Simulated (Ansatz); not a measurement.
A constructed model of the (111) surface of diamond, (√3x√3)R30° Au adatom at T4 (bottom of the slab: 3 H on 3 bottom sites)

The numbers are results of PBE (plane waves to 420 eV, PAW; Ansatz, a program for electronic structure), not measurements.

Slab: 28 atoms, 9.5 Å thick at the start with caps and adatoms (thin: gaps and levels are the slab's own); k 7x7x1, smearing 0.025 eV, dipole-corrected; 6 atoms held, the rest relaxed; start symmetry kept, larger cells not searched; no spin (no spin-polarised run to compare, though such a face may carry moments), no spin-orbit, no U. The slab shows no gap on its mesh. It is one candidate, not shown to be the stable structure of the face.

```json
{
  "work_function_of_the_top_face": "4.71 eV",
  "energy_released_by_relaxation": "0.70 eV",
  "cost": "roughly 2.4 core-minutes"
}
```
